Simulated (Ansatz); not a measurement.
A self-consistent single point of Sr (Fm-3m, 1 atom in the cell) with Ansatz (a program for electronic structure).

Method: PBE (plane waves, PAW; Ansatz).

The change in words: lattice scaled by 0.98; kpoints.mp_grid.grid: 9 9 9 → 20 20 20. Reference geometry:
```yaml
crystal:
  lattice:
    - [0.00000, 3.03088, 3.03088]
    - [3.03088, 0.00000, 3.03088]
    - [3.03088, 3.03088, 0.00000]
  atoms:
    - { symbol: Sr, position: [0.00000, 0.00000, 0.00000] }
```

Reference input (self-consistent single point, DFT, PBE, plane waves, default PAW files): basis.ecutwfc = 420 eV; kpoints.mp_grid.grid = 9 9 9; hamiltonian.xc = pbe; hamiltonian.pseudopotentials = {kind: paw} (the program's default PAW files); scf.occupations.method = fermi_dirac; scf.occupations.width = 0.1 eV. This run's input differs from it in these lines:

Ansatz 0.2 input:
```diff
@@ -3,5 +3,5 @@
   lattice:
-    - [0.000000, 3.030880, 3.030880]
-    - [3.030880, 0.000000, 3.030880]
-    - [3.030880, 3.030880, 0.000000]
+    - [0.000000, 2.970262, 2.970262]
+    - [2.970262, 0.000000, 2.970262]
+    - [2.970262, 2.970262, 0.000000]
   atoms:
@@ -11,3 +11,3 @@
 kpoints:
-  mp_grid: { grid: [9, 9, 9] }
+  mp_grid: { grid: [20, 20, 20] }
 hamiltonian:
```

Output (repeated stretches shortened):

```
SCF iter   1: F=—  HF=-3544.237217 eV  |F-HF|=—  |Δ(HF+E_count)|=         —  Δρ=8.55e-4  dr2=5.77e-4  ethr=1.77e-3  ⟨swp⟩=6.5  Hψ=20170  notcnv=0
all-band conjugate gradients solve this SCF's bands
preconditioner: auto → none
SCF iter   2: F=—  HF=-3544.237791 eV  |F-HF|=—  |Δ(HF+E_count)|=   5.75e-4  Δρ=5.41e-4  dr2=2.86e-4  ethr=5.77e-6  ⟨swp⟩=2.8  Hψ=6155  notcnv=0
SCF iter   3: F=—  HF=-3544.237844 eV  |F-HF|=—  |Δ(HF+E_count)|=   5.21e-5  Δρ=2.00e-4  dr2=2.96e-5  ethr=2.86e-6  ⟨swp⟩=1.0  Hψ=2304  notcnv=0
SCF iter   4: F=—  HF=-3544.237832 eV  |F-HF|=—  |Δ(HF+E_count)|=   1.12e-5  Δρ=1.09e-4  dr2=2.64e-6  ethr=2.96e-7  ⟨swp⟩=2.2  Hψ=3400  notcnv=0
SCF iter   5: F=—  HF=-3544.237833 eV  |F-HF|=—  |Δ(HF+E_count)|=   8.23e-7  Δρ=2.96e-5  dr2=1.57e-7  ethr=2.64e-8  ⟨swp⟩=3.0  Hψ=3962  notcnv=0
SCF iter   6: F=-3544.237833 eV  HF=-3544.237833 eV  |F-HF|=4.75e-9  |Δ(HF+E_count)|=   4.53e-8  Δρ=7.20e-6  dr2=1.11e-8  ethr=1.00e-9  ⟨swp⟩=5.9  Hψ=12293  notcnv=0
SCF 1 converged in 6 iterations: F = -3544.237833 eV  dr2 = 1.11e-8
Free energy (F): -3544.237833 eV
Internal energy: -3544.196771 eV  (E = F + TS)
E sigma→0 (E₀):  -3544.217302 eV
Entropy (-TS):   -0.041062 eV (-41.062 meV/atom)
Fermi energy:    5.397742 eV
--- Forces (eV/Å), atoms counted from 1 ---
  atom   1  Sr    -0.00000000    -0.00000000     0.00000000
--- Stress (GPa, compression-positive) ---
        0.627539      -0.000000      -0.000000
        0.000000       0.627539      -0.000000
       -0.000000      -0.000000       0.627539
  P = ⅓ Tr σ = 0.6275 GPa (6.275 kbar)
  The stress holds the Pulay correction. Without it, at fixed plane waves, as pw.x and ABINIT print it: P = 0.6252 GPa
```

The run converged in 6 iterations. Against the reference run the free energy goes up by 3.1 meV/atom and the pressure goes from -0.13 to 0.63 GPa.

The starting cell has typed, rounded lattice constants, without a prior relaxation at this level. Its lattice was rescaled by up to half a per cent. For this run, on top of that: lattice scaled by 0.98. Ansatz's pressure includes its estimate of the finite-basis (Pulay) stress.
